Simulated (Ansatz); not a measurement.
Pressure series in ScAl3

Start from ScAl₃ in the Cu3Au type structure (space group Pm-3m, No. 221; a = 4.1055 Å).

Cell and atoms are relaxed at each pressure.

Levels (all Ansatz, an electronic-structure program, PAW): PBE (420 eV, no spin-orbit coupling); r2SCAN (500 eV, no spin-orbit coupling).

The base cell above is that of PBE; each level relaxes its own structures.

| case | volume per atom, PBE | volume per atom, r2SCAN |
|---|---|---|
| pressure −2 GPa | 17.73 Å³ | 17.44 Å³ |
| pressure −1 GPa | 17.51 Å³ | 17.24 Å³ |
| pressure 3 GPa | 16.75 Å³ | 16.55 Å³ |
| pressure 7 GPa | 16.13 Å³ | 15.97 Å³ |
| pressure 15 GPa | 15.16 Å³ | 15.06 Å³ |
| pressure 30 GPa | 13.86 Å³ | 13.81 Å³ |
| pressure 50 GPa | 12.68 Å³ | 12.66 Å³ |
| pressure 75 GPa | 11.64 Å³ | 11.64 Å³ |
| pressure 100 GPa | 10.87 Å³ | 10.88 Å³ |

The two levels differ by at most about 0.29 Å³. They put the cases in the same order.

Load acts through the strain it causes; cell and atoms are relaxed under it. No phonon test of stability was made. No other phases were tried under pressure. The final runs are not spin-polarised.
